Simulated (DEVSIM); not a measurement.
Device: CdTe p-n junction from an implanted or diffused profile, at 300 K.

Layer 1 from the left is CdTe, thickness (μm) 14.0, Nd (cm⁻³) 1.5e14, τn (s) 2.3e-9, τp (s) 2.3e-9.

Added acceptor profile: 4.3e16 cm⁻³ × exp(−(x − 0 μm)²/(2·(0.067 μm)²)). Left contact: ohmic. Right contact: ohmic. Voltage is applied to the left contact. Recombination: SRH at mid-gap, Auger. Mobility is μmin + (μ − μmin)/(1 + (N/Nref)^α).

Constants are typed, rounded textbook-type inputs, not results; the design itself was drawn at random and stands for no fabricated device. Values at 300 K.

CdTe: gap (eV) 1.5, affinity (eV) 4.28, permittivity 10.2, Nc (cm⁻³) 8e17, Nv (cm⁻³) 1.8e19, μn (cm²/Vs) 1000, μp (cm²/Vs) 80, μn,min 100, μp,min 10, Nref,n 1e17, Nref,p 1e17, αn 0.6, αp 0.6, Cn (cm⁶/s) 1e-30, Cp (cm⁶/s) 1e-30.

Model (solved in DEVSIM): 1D drift-diffusion, Boltzmann statistics, complete ionisation; no tunnelling, impact ionisation, image-force lowering or self-heating.

Problem. What does the simulation give for the dark forward voltage at 1 A/cm², the potential step across the device at zero bias?

Solution. dark forward voltage at 1 A/cm² 1.041 V; potential step across the device at zero bias 1.122 V.
